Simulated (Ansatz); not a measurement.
NaBeH₃ (Pm-3m, No. 221, 5 atoms in the cell; start mp-23729), treated with G0W0@HSE06 in Ansatz (hard PAW, contour deformation, complete-basis limit).

Settings: largest k mesh 10×10×10 (not extrapolated in the mesh).

Cell (relaxed with PBEsol):

```cif
data_H3BeNa
_chemical_formula_sum 'Na1 Be1 H3'
_space_group_name_H-M_alt 'Pm-3m'
_space_group_IT_number 221
_space_group_name_Hall '-P 4 2 3'
_cell_length_a 3.32647
_cell_length_b 3.32647
_cell_length_c 3.32647
_cell_angle_alpha 90.000
_cell_angle_beta 90.000
_cell_angle_gamma 90.000
loop_
_atom_site_label
_atom_site_type_symbol
_atom_site_symmetry_multiplicity
_atom_site_Wyckoff_symbol
_atom_site_fract_x
_atom_site_fract_y
_atom_site_fract_z
_atom_site_occupancy
Na1 Na 1 b 0.50000 0.50000 0.50000 1
Be1 Be 1 a 0.00000 0.00000 0.00000 1
H1 H 3 d 0.00000 0.00000 0.50000 1
```

Estimate the band gap that the calculation returns.


band gap: 3.02 eV (indirect)

Note: GW on a hybrid start was not checked against another program; the gap holds a correction of +0.26 eV to the complete basis.

Static lattice: no zero-point or thermal effects.

A start named mp-… is a Materials Project structure, which need not be a measured phase.

Ansatz is an electronic-structure program.
